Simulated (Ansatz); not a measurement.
Given:

```
CELL_PARAMETERS angstrom
      2.84295     1.64138     2.32117
     -2.84295     1.64138     2.32117
      0.00000    -3.28275     2.32117
ATOMIC_POSITIONS crystal
  Sc 0.00000 0.00000 0.00000
  F  0.50000 0.00007 0.99993
  F  0.99993 0.50000 0.00007
  F  0.00007 0.99993 0.50000
```

Method: PBEsol, rigid bands (plane waves, PAW, scalar-relativistic; Ansatz, an electronic-structure program). How the cell was made: cell and atoms relaxed with PBEsol.

Task: Predict the hole conductivity mass (n e² τ/σ) at 300 K, by direction if it differs.

Result: 4.0 mₑ.

Task: What conductivity effective mass do dilute electrons have at 300 K?

Result: 1.67 mₑ.

Task: And the band gap?

Result: 6.26 eV at this level; semilocal functionals usually fall short of the measured gap.

Rigid bands, one relaxation time for all states, no polarons. Spin-orbit coupling is left out; where it splits the top of the valence band it changes the hole mass and lowers the gap by about a third of the splitting.

Formula and space group known from diffraction (Crystallography Open Database), not checked to be the room-temperature form: ScF3 (Pm-3m).
